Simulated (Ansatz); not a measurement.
Results of r²SCAN+rVV10 in Ansatz (PAW) for HfC (P6₃/mmc, No. 194, 4 atoms in the cell; start mp-1096993; a measured phase of this formula has another space group).

Input file:

Ansatz 0.2 input:
```yaml
crystal:
  lattice:
    - [3.3261498261, 0.0, 0.0]
    - [-1.6630749131, 2.8805302462, 0.0]
    - [0.0, 0.0, 5.2661213618]
  atoms:
    - { symbol: Hf, position: [0.6666666667, 0.3333333333, 0.75] }
    - { symbol: Hf, position: [0.3333333333, 0.6666666667, 0.25] }
    - { symbol: C, position: [0.0, 0.0, 0.0] }
    - { symbol: C, position: [0.0, 0.0, 0.5] }
basis:
  ecutwfc: 560
  ecutrho_ratio: 4
  xc_grid: 3
kpoints:
  mp_grid: { grid: [18, 18, 12] }
hamiltonian:
  xc: r2scan
  dispersion: rvv10
  pseudopotentials: { kind: paw }
scf:
  occupations: { method: fermi_dirac, width: 0.05 }
output:
  forces: true
  stress: true
  eigenvalues: true
relax:
  f_tol: 0.004
  escape_saddle: false
  max_steps: 80
  cell: { stress_tol: 0.02, fix: [volume] }
```

Output (set-up and result lines):

```
Relaxation: its limit of steps is 80 (relax.max_steps)
Crystal: 4 atoms, lattice volume = 50.455 Å³
Basis set: ecut = 560 eV, 1497 PW (Γ), exchange–correlation on 81×81×135 points (27 copies of the dense FFT grid, shifted against one another)
Bands: 36, of which v1, the nominal top of the filled ones, is band 30 counted from 1 (29 counted from 0)
Symmetry: 24 space group operations
Space group: P63/mmc (ITA 194), of the structure as read, at distance tolerance 3.7e-5 Å
k-points: 259 of 3888
Functional: x = r2scan, c = r2scan + rvv10(b = 11.95, C = 0.0093); τ floored in thin density (d = 2e-4 eV/Å³)
SCF iter   1: F=—  HF=-31967.030377 eV  |F-HF|=—  |Δ(HF+E_count)|=         —  Δρ=1.25e-2  dr2=4.54e-2  dr2_τ=2.19e-1
SCF iter   2: F=—  HF=-31967.082609 eV  |F-HF|=—  |Δ(HF+E_count)|=   5.22e-2  Δρ=5.94e-3  dr2=8.58e-3  dr2_τ=2.86e-3
  ...
SCF 1 converged in 8 iterations: F = -31967.082358 eV  dr2 = 3.57e-8
Crystal: 4 atoms, lattice volume = 50.455 Å³
Basis set: ecut = 560 eV, 1509 PW (Γ), exchange–correlation on 81×81×135 points (27 copies of the dense FFT grid, shifted against one another)
Initial density: handed on by an earlier stage of this run
SCF 2 converged in 6 iterations: F = -31967.082347 eV  dr2 = 2.34e-8
Crystal: 4 atoms, lattice volume = 50.455 Å³
SCF 3 converged in 9 iterations: F = -31967.082413 eV  dr2 = 2.58e-12
Crystal: 4 atoms, lattice volume = 50.455 Å³
SCF iter   4: F=—  HF=-31967.082414 eV  |F-HF|=—  |Δ(HF+E_count)|=  1.86e-10  Δρ=8.18e-8  dr2=1.93e-12  dr2_τ=3.31e-13
SCF iter   5: F=-31967.082414 eV  HF=-31967.082414 eV  |F-HF|=2.18e-11  |Δ(HF+E_count)|=  1.09e-11  Δρ=3.97e-8  dr2=5.94e-13  dr2_τ=1.77e-13
SCF 4 converged in 5 iterations: F = -31967.082414 eV  dr2 = 5.94e-13
SCF converged after 5 iterations
Free energy (F): -31967.082414 eV
Internal energy: -31967.076464 eV  (E = F + TS)
E sigma→0 (E₀):  -31967.079439 eV
Fermi energy:    20.585981 eV
--- Forces (eV/Å), atoms counted from 1 ---
  atom   1  Hf     0.00000000     0.00000000     0.00000000
  atom   2  Hf    -0.00000000    -0.00000000     0.00000000
  atom   3  C      0.00000000    -0.00000000     0.00000000
  atom   4  C     -0.00000000    -0.00000000     0.00000000
--- Stress (GPa, compression-positive) ---
       -4.667442      -0.000000      -0.000000
        0.000000      -4.667442       0.000000
       -0.000000       0.000000      -4.667426
  P = ⅓ Tr σ = -4.6674 GPa (-46.674 kbar)
```

The cell is one volume of an energy–volume scan, off the minimum.

The PAW data were made under PBE.

Note: the relaxation could not lower the start's symmetry, so the cell can be a saddle point above a distorted one.

Computing time: about 4 core-minutes (a rough figure).

A start named mp-… is a Materials Project structure, which need not be a measured phase.

Ansatz is an electronic-structure program.
